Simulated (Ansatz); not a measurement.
We consider Al₂O₃ (model structure, started from the Bi2Te3 type, R-3m, No. 166, 5 atoms in the cell), described by PBEsol (Ansatz, a quantum-chemistry and plane-wave program, plane waves, PAW).

Settings: plane-wave cutoff 500 eV, 16×16×16 k mesh, Fermi–Dirac smearing 0.05 eV, scalar-relativistic PAW data made under PBE.

Cell (relaxed at this level):

```cif
data_Al6O9
_chemical_formula_sum 'Al6 O9'
_space_group_name_H-M_alt 'R-3m :H'
_space_group_IT_number 166
_space_group_name_Hall '-R 3 2"'
_cell_length_a 2.86686
_cell_length_b 2.86686
_cell_length_c 22.92973
_cell_angle_alpha 90.000
_cell_angle_beta 90.000
_cell_angle_gamma 120.000
loop_
_atom_site_label
_atom_site_type_symbol
_atom_site_symmetry_multiplicity
_atom_site_Wyckoff_symbol
_atom_site_fract_x
_atom_site_fract_y
_atom_site_fract_z
_atom_site_occupancy
Al1 Al 6 c 0.00000 0.00000 0.39272 1
O1 O 3 a 0.00000 0.00000 0.00000 1
O2 O 6 c 0.00000 0.00000 0.24422 1
```
(The calculation used a cell of 5 atoms; values per cell refer to that cell.)

Q: What does this level give for the band gap?

A: 
* **band gap**: 4.90 eV (on the SCF k mesh)

Note: the relaxation could raise the start's symmetry but not lower it, so the cell can be a saddle point; the cell has widely spaced layers and the level no dispersion term, so their spacing and the moduli can rest on weak binding.

Computed values are for the static lattice.

The result took around 6 core-minutes (rough).

A model structure was made by putting elements into a prototype or built by hand; it is no filed structure, need not be a known phase, and can be a saddle point held by its symmetry.
